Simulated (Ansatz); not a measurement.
**Hf: Hf → V**

The reference is Hf in the hcp (Mg type) structure (space group P6_3/mmc, No. 194; a = 3.1978 Å, c = 5.0474 Å).

It is then changed as follows: V takes the place of Hf on all its sites, then cell and atoms are relaxed.

Method: r2SCAN (Ansatz, a first-principles code), no SOC, earlier PAW set. Γ-centred 20×20×10 mesh, Fermi–Dirac width 0.05 eV, for the changed cell.

The volume per atom drops by 8.69 Å³ to 13.66 Å³ and the density decreases by 7.07 g/cm³ (13.26 g/cm³ → 6.19 g/cm³). The lattice parameter a shrinks by 0.599 Å, from 3.198 Å to 2.599 Å and the c/a ratio grows by 0.2183, from 1.578 to 1.797. The space group stays P6_3/mmc (No. 194) and the shortest interatomic distance drops by 0.528 Å (3.127 Å → 2.599 Å). The band gap is still zero.

Final structure:

```
V
1.0
    2.59931     0.00000     0.00000
   -1.29965     2.25107     0.00000
    0.00000     0.00000     4.67022
V
2
Direct
  0.33333   0.66667   0.75000
  0.66667   0.33333   0.25000
```

Stability against distortions was not tested. For V in this form, whether it has been made was not checked. Seeded moments were not kept for Hf → V. All final runs are without spin polarisation. This is not the structure that V has at room temperature and ambient pressure.
